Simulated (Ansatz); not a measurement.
Consider the following.

```
Ba3PbO
1.0
    5.41286     0.00000     0.00000
    0.00000     5.41286     0.00000
    0.00000     0.00000     5.41286
Ba Pb O
3 1 1
Cartesian
  2.70643   0.00000   2.70643
  0.00000   2.70643   2.70643
  2.70643   2.70643   0.00000
  0.00000   0.00000   0.00000
  2.70643   2.70643   2.70643
```

Level of theory: PBEsol with spin-orbit coupling, rigid bands (plane waves, PAW; Ansatz, a quantum-chemistry and plane-wave program). Condition of this run: spin-orbit coupling switched on. How the cell was made: cell and atoms relaxed with PBEsol.

Is this a good metal at this level?

No. No gap is resolved, and few carriers conduct, as in a semimetal or a zero-gap semiconductor. N(E_F) = 0.56 states/eV a cell at 300 K and the Drude plasma energy along the best axis is 0.74 eV, several times under that of a simple or noble metal.

Formula and space group known from diffraction (Crystallography Open Database), not checked to be the room-temperature form: Ba3PbO (Pm-3m).
